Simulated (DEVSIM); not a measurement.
Structure: Cr/AlN/n-Ge capacitor, at 300 K.

| layer (left to right) | material | thickness (nm) | Nd (cm⁻³) |
|---|---|---|---|
| 1 | AlN | 4.20 | - |
| 2 | Ge | 1100 | 3e17 |

Metal gate on the left, work function 4.5 eV. Fixed charge at the semiconductor interface 0 cm⁻² (in units of +e); interface traps 6.7e11 cm⁻² eV⁻¹, uniform in energy, neutral level at 0.5 of the gap above the valence band.

Constants are typed, rounded textbook-type inputs, not results; the design itself was drawn at random and stands for no fabricated device. Values at 300 K; Nc and Nv go as T^1.5, mobilities as T to minus their exponent, the gap by Varshni's rule with the affinity fixed.

```tsv
parameter	AlN	Ge
gap (eV)	6.1	0.664
affinity (eV)	1.9	4
permittivity	8.5	16
Nc (cm⁻³)	-	1.04e19
Nv (cm⁻³)	-	6e18
Varshni α (eV/K)	-	0.000477
Varshni β (K)	-	235
```

Simulated with DEVSIM: 1D Poisson equation in equilibrium, Boltzmann statistics, complete ionisation; no quantum confinement or tunnelling. Metal contacts follow the ideal Schottky-Mott rule: no Fermi-level pinning, no interface dipoles.

Base results: capacitance of the dielectric stack (μF/cm²) 1.79; threshold voltage (band bending 2φF) (V) -0.25; flat-band voltage (V) 0.42; minimum of the low-frequency capacitance (μF/cm²) 0.338.

Task: What follows from this one change: gate work function 4.5 → 4.8 eV?

Result: capacitance of the dielectric stack little changed (1.79 μF/cm²); threshold voltage (band bending 2φF) -0.25 → 0.05 V; flat-band voltage 0.42 → 0.72 V; minimum of the low-frequency capacitance little changed (0.338 μF/cm²).

Task: What follows from this one change: fixed charge 0 → -2.94e+12 cm^-2?

Result: capacitance of the dielectric stack little changed (1.79 μF/cm²); threshold voltage (band bending 2φF) -0.25 → 0.02 V; flat-band voltage 0.42 → 0.69 V; minimum of the low-frequency capacitance little changed (0.340 μF/cm²).

Task: What follows from this one change: interface trap density 6.7e+11 → 1e+11 cm^-2 eV^-1?

Result: capacitance of the dielectric stack little changed (1.79 μF/cm²); threshold voltage (band bending 2φF) -0.25 → -0.23 V; flat-band voltage 0.42 → 0.41 V; minimum of the low-frequency capacitance 0.338 → 0.277 μF/cm².

Task: What follows from this one change: temperature 300 → 450 K?

Result: capacitance of the dielectric stack little changed (1.79 μF/cm²); threshold voltage (band bending 2φF) -0.25 → -0.09 V; flat-band voltage 0.42 → 0.35 V; minimum of the low-frequency capacitance 0.338 → 0.444 μF/cm².
